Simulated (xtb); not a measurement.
xtb 6.7.1, GFN1-xTB: Ni(Me)(H)(en) ([CH3][NiH]1<-[NH2]CC[NH2]->1), 18 atoms. The geometry is a generated start, not checked to be a minimum at this level.

```json
{
  "method": "GFN1-xTB",
  "--acc": "1 (default)",
  "--etemp (K)": "300 (default)",
  "detailed input (--input)": "none: ANC optimiser, Lindh (1995) Hessian, microcycle=20, maxdispl=1.0, hlow=0.01 (default)",
  "basis_functions": "54",
  "valence_electrons": "44"
}
```

```xyz
18

Ni     0.1485    -1.1789     0.0692
C      1.8892    -1.9751    -0.0047
H      2.1002    -3.0367     0.1127
H      2.4711    -1.4338     0.7557
H      2.2368    -1.6738    -1.0048
H     -0.3116    -2.5136     0.2134
C     -1.5344     1.1788     0.3178
C     -0.2614     1.6946    -0.3563
N      0.8347     0.7999     0.0018
N     -1.6734    -0.2426     0.0058
H     -2.4013     1.7719    -0.0119
H     -1.4382     1.2873     1.4029
H     -0.0771     2.7396    -0.0590
H     -0.3888     1.6686    -1.4441
H      1.0796     0.9349     0.9843
H      1.6671     0.9955    -0.5508
H     -1.9147    -0.3556    -0.9809
H     -2.4264    -0.6610     0.5489
```

Charge 0 and multiplicity 1 are set for this test and not shown to be the ground state.

The structure is relaxed from this start with --opt LEVEL for the levels crude, sloppy, loose, lax, normal, tight, vtight, extreme, once each. Up to the end of the extreme run atoms move by at most 0.15 Å along an axis.

### Question
Choose the cheapest level whose final energy lies within 1 meV of that of extreme.

### Answer
lax: 8 cycles against 22, ending 0.64 meV above.

```
level    cycles  energy above the extreme run (meV)  gradient norm (eV/Å)
-------  ------  ----------------------------------  --------------------
crude         4                                 4.5                  0.16
sloppy        5                                 2.4                  0.13
loose         6                                 1.6                  0.14
lax           8                                0.64                 0.060
normal       10                                0.35                 0.023
tight        16                               0.017                 0.012
vtight       19                          under 0.01                0.0036
extreme      22                                   —                0.0017
```
